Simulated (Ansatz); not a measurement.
The parent structure is Cs₂AgBiBr₆ (space group Fm-3m, No. 225; a = 11.3430 Å). Axes: x, y, z lie along the cube axes.

Level of theory: r2SCAN (Ansatz, a quantum-chemistry and plane-wave program), no spin-orbit coupling.

For the base:

| Item | Result |
|---|---|
| Shortest interatomic distance | 2.814 Å |

Now apply this change: biaxial strain −0.96 %, plane normal [110], relaxed out of plane (Cartesian); in-plane vectors clamped, the third vector and the atoms free.

Task: What happens to the shortest interatomic distance, in-plane stress and energy relative to the base?

Result: The shortest interatomic distance shrinks by 0.0425 Å, from 2.814 Å to 2.772 Å; the mean in-plane stress (compression positive) comes out as +0.4 GPa; the energy grows by 0.8 meV/atom.

Whether these cells are dynamically stable was not tested.
